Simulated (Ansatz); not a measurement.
Functionals compared on the (31-40) surface of hcp Be in its 1x1 cell, outermost plane spacing 0.18 Å in the ideal cut, in Ansatz (plane waves, PAW). The structure was relaxed with PBE; the other rows are single points on it, each with its references at the same level. Cutoff 420 eV (500 eV for r2SCAN).

Model: 40-atom slab, 10.5 Å thick at the start, 11x5x1 mesh, Fermi-Dirac 0.1 eV, dipole correction, all atoms relaxed; start symmetry kept, larger cells not searched; no spin, no spin-orbit, no U. These notes are the PBE run's.

```csv
functional,surface energy (J/m²),work function of the top face (eV),rough cost of the single point
PBE,2.36,4.16,–
LDA,2.65,4.34,about 110 core-seconds (a rough figure)
PBEsol,___,___,about 2.3 core-minutes (a rough figure)
RPBE,2.20,4.08,about 110 core-seconds (a rough figure)
r2SCAN,2.43,4.15,very roughly 3 core-minutes
```

Q: Some entries are withheld; supply them.

A: 
- PBEsol, surface energy (J/m²): 2.55
- PBEsol, work function of the top face (eV): 4.21

Ansatz is a quantum-chemistry and plane-wave program.
